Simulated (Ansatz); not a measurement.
Consider Mg in the hcp (Mg type) structure (space group P6_3/mmc, No. 194; a = 3.175 Å, c = 5.163 Å; relaxed with 0.1 eV smearing). Axes: x lies along a and z along c of the hexagonal cell.

Calculations: Kohn–Sham DFT with the PBEsol functional, run in Ansatz (a quantum-chemistry and plane-wave program) with PAW and 420 eV plane waves, no spin-orbit coupling.

Modification: a pure shear with ε_yz = ε_zy = 0.0321; the atoms relax in the strained cell.

Predict the stress tensor and what it implies for the stiffness.

Stress of the strained cell less that of the base (GPa, compression positive):
```
    0.1     0.0     0.0
    0.0     0.0    -1.1
    0.0    -1.1     0.3
```

Then −Δσ/γ with γ = 2ε = 0.0642 gives secant stiffness values (nonlinear terms included at this strain): C44 ≈ 18 GPa.

As a check, the harmonic strain energy −½ V₀ Δσ:ε is 5.2 meV/atom; the computed energy rise is 5.2 meV/atom.

No phonon test of stability was made.
